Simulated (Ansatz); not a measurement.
Results of r²SCAN+rVV10 (Ansatz, a first-principles code, PAW) for Be₃N₂ (Ia-3, No. 206).

Settings: plane-wave cutoff 560 eV, 6×6×6 k mesh, Fermi–Dirac smearing 0.01 eV, scalar-relativistic PAW data made under PBE.

Computed at the level's own relaxed cell.

Problem. What does this level give for the bulk modulus, equilibrium lattice constant a, pressure derivative B′ of the bulk modulus and equilibrium volume per atom?

Solution. 
* **bulk modulus**: 228 GPa
* **equilibrium lattice constant a**: 8.107 Å
* **pressure derivative B′ of the bulk modulus**: 3.6
* **equilibrium volume per atom**: 6.66 Å³/atom

The result took very roughly 16 core-minutes.
